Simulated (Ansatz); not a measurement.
Worked example: self-consistent single point of the (001) slab of Ta2H (cut from a parent of space group no. 21; 6 atoms in the cell) in Ansatz (a quantum-chemistry and plane-wave program).

Method: LDA (PW92), default PAW files made with PBE (plane waves; Ansatz).

```xyz
6
Lattice="2.9445 0.0000 0.0000 -3.8582 2.7991 0.0000 0.0000 0.0000 21.3129" Properties=species:S:1:pos:R:3 pbc="T T T"
H      0.0000     0.0000     8.2653
H      0.0000     0.0000    13.0477
Ta    -0.4569     1.3996     9.5306
Ta     1.4722     0.0000     7.0000
Ta    -0.4569     1.3996    14.3129
Ta     1.4722     0.0000    11.7824
```

Reference input (self-consistent single point, DFT, LDA (PW92), plane waves, default PAW files made with PBE): basis.ecutwfc = 30.9 Ry; kpoints.mp_grid.grid = 12 12 1; hamiltonian.xc = lda; hamiltonian.pseudopotentials = {kind: paw} (the program's default PAW files); scf.occupations.method = fermi_dirac; scf.occupations.width = 0.0073 Ry. This run's input differs from it in these lines:

Ansatz 0.2 input:
```diff
@@ -13,3 +13,3 @@
 basis:
-  ecutwfc: 30.9 Ry
+  ecutwfc: 61.7 Ry
 kpoints:
```

Output, abridged:

```
SCF iter   1: F=—  HF=-38759.251789 eV  |F-HF|=—  |Δ(HF+E_count)|=         —  Δρ=9.85e-3  dr2=2.67e0  ethr=1.77e-3  ⟨swp⟩=7.3  Hψ=6951  notcnv=0
all-band conjugate gradients solve this SCF's bands
preconditioner: auto → LDOS
SCF iter   2: F=—  HF=-38759.161226 eV  |F-HF|=—  |Δ(HF+E_count)|=   9.06e-2  Δρ=4.98e-3  dr2=5.16e-1  ethr=1.77e-3  ⟨swp⟩=3.0  Hψ=2233  notcnv=0
SCF iter   3: F=—  HF=-38759.135531 eV  |F-HF|=—  |Δ(HF+E_count)|=   2.57e-2  Δρ=1.03e-3  dr2=1.25e-2  ethr=9.56e-4  ⟨swp⟩=2.2  Hψ=1637  notcnv=0
SCF iter   4: F=—  HF=-38759.134998 eV  |F-HF|=—  |Δ(HF+E_count)|=   5.34e-4  Δρ=2.73e-4  dr2=7.69e-4  ethr=2.31e-5  ⟨swp⟩=2.0  Hψ=1931  notcnv=0
SCF iter   5: F=—  HF=-38759.134985 eV  |F-HF|=—  |Δ(HF+E_count)|=   1.28e-5  Δρ=6.93e-5  dr2=2.10e-5  ethr=1.42e-6  ⟨swp⟩=2.1  Hψ=1830  notcnv=0
SCF iter   6: F=—  HF=-38759.135256 eV  |F-HF|=—  |Δ(HF+E_count)|=   2.72e-4  Δρ=2.20e-5  dr2=3.50e-6  ethr=3.89e-8  ⟨swp⟩=3.5  Hψ=3031  notcnv=0
SCF iter   7: F=-38759.135257 eV  HF=-38759.135257 eV  |F-HF|=2.09e-8  |Δ(HF+E_count)|=   2.27e-7  Δρ=4.98e-6  dr2=6.59e-8  ethr=1.85e-10  ⟨swp⟩=8.3  Hψ=8122  notcnv=0
SCF 1 converged in 7 iterations: F = -38759.135257 eV  dr2 = 6.59e-8
Free energy (F): -38759.135257 eV
Internal energy: -38759.010387 eV  (E = F + TS)
E sigma→0 (E₀):  -38759.072822 eV
Entropy (-TS):   -0.124869 eV (-20.812 meV/atom)
Fermi energy:    5.118745 eV
--- Forces (eV/Å), atoms counted from 1 ---
  atom   1  H      0.00000000     0.00000000    -0.22326453
  atom   2  H     -0.00000000    -0.00000000     0.22326453
  atom   3  Ta     0.00000000     0.00000000    -0.38647146
  atom   4  Ta    -0.00000000    -0.00000000     1.04714448
  atom   5  Ta     0.00000000     0.00000000    -1.04714448
  atom   6  Ta     0.00000000     0.00000000     0.38647146
--- Stress (GPa, compression-positive) ---
       -9.980714       0.057665       0.000000
        0.057665      -9.943066       0.000000
        0.000000       0.000000      -5.217197
  P = ⅓ Tr σ = -8.3803 GPa (-83.803 kbar)
  The stress holds the Pulay correction. Without it, at fixed plane waves, as pw.x and ABINIT print it: P = -8.3810 GPa
```

The run converged in 7 iterations. Against the reference run the free energy drops by 1.3 meV/atom and the largest force moves little (1.046 to 1.047 eV/Å).

The starting cell comes from a database of computed structures (which also holds hypothetical and non-ambient phases and stackings), without a prior relaxation at this level. The slab is cut from that crystal, and its faces are unrelaxed. Its lattice was rescaled by up to half a per cent. Spin-orbit coupling is off. Spin polarisation is off. Forces in this geometry exceed 1 eV/Å.

Cost on one core of a shared machine: roughly 70 s.
